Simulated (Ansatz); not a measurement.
H interstitial started on F in rock-salt LiF: one set of geometries, relaxed with PBE, evaluated in Ansatz (PAW, plane waves to 420 eV, 500 eV under r2SCAN) with PBE, r2SCAN.

Details: 64-site cell; 2×2×2 shifted k-points; start: bound to F, open side; charged states image-corrected; finite-size errors of tenths of an eV; flagged in the runs: a doubtful potential alignment.

```csv
quantity,PBE,r2SCAN
host gap (eV),8.83,___
"ε(+1/0) above the VBM (eV), not thermodynamic with PBE",5.81,___
"ε(0/−1) above the VBM (eV), not thermodynamic with PBE",4.85,___
neutral formation energy against H2 molecule in a box (eV),3.62,___
largest moment on one atom at charge 0 (μB),0.54,___
```

### Question
Given the lower rungs, what does r2SCAN give?

### Answer

- host gap (eV), r2SCAN: 9.79
- ε(+1/0) above the VBM (eV), not thermodynamic with PBE, r2SCAN: 6.19
- ε(0/−1) above the VBM (eV), not thermodynamic with PBE, r2SCAN: 5.37
- neutral formation energy against H2 molecule in a box (eV), r2SCAN: 3.57
- largest moment on one atom at charge 0 (μB), r2SCAN: 0.58

Ansatz is an electronic-structure program.
